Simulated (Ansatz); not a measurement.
# How the bulk modulus B0 of Nb3Sn (model structure, started from the D03 type, Fm-3m, No. 225, 4 atoms in the cell) moves with the method

No measured value is used here.

```tsv
level (code)	value (GPa)	cell (Å³/atom)
LDA (Ansatz)	184	17.86
PBEsol (Ansatz)	175	18.24
r²SCAN (Ansatz)	170	18.69
```

LDA, PBEsol, r²SCAN: the run has no spin polarisation, so it can have missed a magnetic state. LDA, PBEsol, r²SCAN: the bulk modulus is −V dP/dV from two relaxed cells at ±2 % in volume. Each level is taken at its own relaxed cell. Cutoffs differ between the levels. Ansatz's density-functional and Hartree–Fock values are scalar-relativistic unless marked +SOC, with PAW data made under PBE.

A model structure was made by putting elements into a prototype or built by hand; it is no filed structure, need not be a known phase, and can be a saddle point held by its symmetry.

Ansatz is a quantum-chemistry and plane-wave program.
